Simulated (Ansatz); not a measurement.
Cu2ZnSnS4: energy against strain

Cu2ZnSnS4 (I-4, 19.410 Å³/atom and stress up to 0.01 GPa in the relaxed cell, c along z) under a strain ε along a (axis x), the other axes held. PBEsol in Ansatz, a plane-wave DFT program (PAW, default set), 420 eV, 9×9×9 Γ-centred mesh, Fermi-Dirac smearing 0.05 eV; ions are relaxed, or left where forces stay under 0.02 eV/Å, within the symmetry of each cell.

Here s stands for strain and y for E less E0.

| strain (%) | E less E0 (meV/atom) |
|---|---|
| -1.50 | 1.44 |
| -0.75 | 0.35 |
| 0.00 | 0.00 |
| 0.75 | 0.36 |
| 1.50 | 1.42 |
| 3.00 | ? |

### Question
Using a parabola, estimate the missing y at s = 3.00 from the other rows, showing the fit.

### Answer
Least squares gives y = -0.002 - 0.0040·s + 0.6362·s². Residuals (row less fit): 0.005, -0.009, 0.002, 0.007, -0.003; standard error 0.009 (degrees of freedom: 2). Twice the quadratic coefficient over the volume, 2 × 0.6362 meV × 10⁴ × 0.1602 / 19.410 Å³, is the elastic constant C11 = 105.0 ± 0.7 GPa (± standard error of the fit, which holds the terms cut off). At the withheld row, y = -0.002 - 0.0040 × 3.00 + 0.6362 × 3.00² = 5.712 meV/atom. The calculation gives 5.58 meV/atom, 0.132 meV/atom below the prediction (2.4 % of the range of y in the table). The row lies outside the fitted rows, so this is an extrapolation. From the scatter of the fitted rows alone, a prediction at this place has a standard error of 0.037 meV/atom, so the miss is 3.6 times that.

A polynomial of degree 3 through the 7 other runs of the series gives 5.58 there, so most of the miss is curvature that the fit leaves out. This level leaves no gap over 0.05 eV at strain 3.00 %. The start is a measured cell from the literature; how it stands against other phases or cation orders wasn't checked. Rows are the converged runs of the series near zero and its far end; series whose fitted rows scatter by over a few per cent of the range, as at a crossing or softening among them, aren't shown in this form, nor equations of state whose B0' disagrees with the runs' pressures. Most that stay on the fit to the last digits aren't either.
